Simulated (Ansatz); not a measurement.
The starting structures come from a database of crystals and need not be the phases stable at ambient conditions.

The decay constant κ of evanescent states in the gap governs leakage through a thin film.

Consider the following.

```yaml
crystal:
  lattice:
    - [5.57517, 0.00000, 0.00000]
    - [0.00000, 5.57517, 0.00000]
    - [0.00000, 0.00000, 5.57517]
  atoms:
    - { symbol: V, position: [0.00000, 0.00000, 0.00000] }
    - { symbol: Cu, position: [0.00000, 0.50000, 0.00000] }
    - { symbol: Cu, position: [0.50000, 0.00000, 0.00000] }
    - { symbol: Cu, position: [0.00000, 0.00000, 0.50000] }
    - { symbol: Se, position: [0.75666, 0.75666, 0.24334] }
    - { symbol: Se, position: [0.75666, 0.24334, 0.75666] }
    - { symbol: Se, position: [0.24334, 0.24334, 0.24334] }
    - { symbol: Se, position: [0.24334, 0.75666, 0.75666] }
```

Space group of this cell: P-43m. The cell is taken as given.

Transport runs along the normal of the first two printed cell vectors, the (001) plane of the conventional cell.

No gap correction and no spin-orbit coupling; mid-gap values are interpolated between computed energies.

**Question.** Estimate the band gap and the smallest decay constant κ at mid-gap that Ansatz (a program for electronic structure) with r2SCAN returns for this system.

**Answer.** Gap 0.99 eV on a 6×6×6 mesh; κ = 0.210 1/Å, at (0.500, 0.500) of the in-plane reciprocal vectors. At the zone centre, at the nearest computed energy, the slowest state has κ = 0.30 1/Å.
